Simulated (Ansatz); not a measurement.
Base system: MgTe in the wurtzite structure (space group P6_3mc, No. 186).

```xyz
4
Lattice="4.6089 0.0000 0.0000 -2.3044 3.9914 0.0000 0.0000 0.0000 7.5001" Properties=species:S:1:pos:R:3 pbc="T T T"
Mg     0.0000     2.6609     7.4984
Mg     2.3044     1.3305     3.7484
Te     0.0000     2.6609     2.8217
Te     2.3044     1.3305     6.5717
```

Cartesian axes are those of the cell as printed.

Method: PBE in Ansatz (plane waves to 420 eV, PAW, no spin-orbit coupling).

Base values:

```
Quantity     Result
--------  ---------
Pressure  -0.1 kbar
```

One thing is altered: compressive biaxial strain of 3.00 % in the plane normal to [001], as in epitaxy on a mismatched substrate; the out-of-plane cell vector and the atoms relax.

**Question.** Estimate the effect on the ratio −ε⊥/ε∥.

**Answer.** The ratio −ε⊥/ε∥ amounts to 0.82.

**Question.** What happens to the pressure?

**Answer.** The pressure (mean of the normal stresses, compression positive) rises by 12.8 kbar, from -0.1 kbar to 12.7 kbar.

No phonon test of stability was made.

Ansatz is a first-principles code.
